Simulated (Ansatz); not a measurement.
Consider LiH in the rock salt structure (space group Fm-3m, No. 225; a = 4.007 Å).

Method: PBE/PAW in Ansatz (a program for electronic structure), without spin-orbit coupling.

One change was made to it. Results:

```json
[
 {"quantity": "band gap", "base": "2.98 eV", "after": "3.03 eV"},
 {"quantity": "electron mass", "base": "0.12 mₑ along k, 1.0 mₑ across (at X)", "after": "0.13 mₑ along k, 1.0 mₑ across (at X)"},
 {"quantity": "lattice parameter a", "base": "400.7 pm", "after": "408.9 pm"}
]
```

Q: What was done to the base?
(A) pressure 1.5 GPa
(B) pressure 0.3 GPa
(C) pressure −2 GPa
(D) pressure 0.7 GPa
(E) pressure −1 GPa

A: C, pressure −2 GPa. For comparison, the electron mass in the other runs: pressure −1 GPa gives 0.12 mₑ along k, 1.0 mₑ across (at X); pressure 0.7 GPa gives 0.12 mₑ along k, 1.0 mₑ across (at X); pressure 1.5 GPa gives 0.12 mₑ along k, 1.0 mₑ across (at X); pressure 0.3 GPa gives 0.12 mₑ along k, 1.0 mₑ across (at X).

Load acts through the strain it causes; cell and atoms are relaxed under it. Masses are band curvatures over ±0.01 Å⁻¹ around the edge. Along k means along the line from Γ to the band edge. Whether these cells are dynamically stable was not tested.
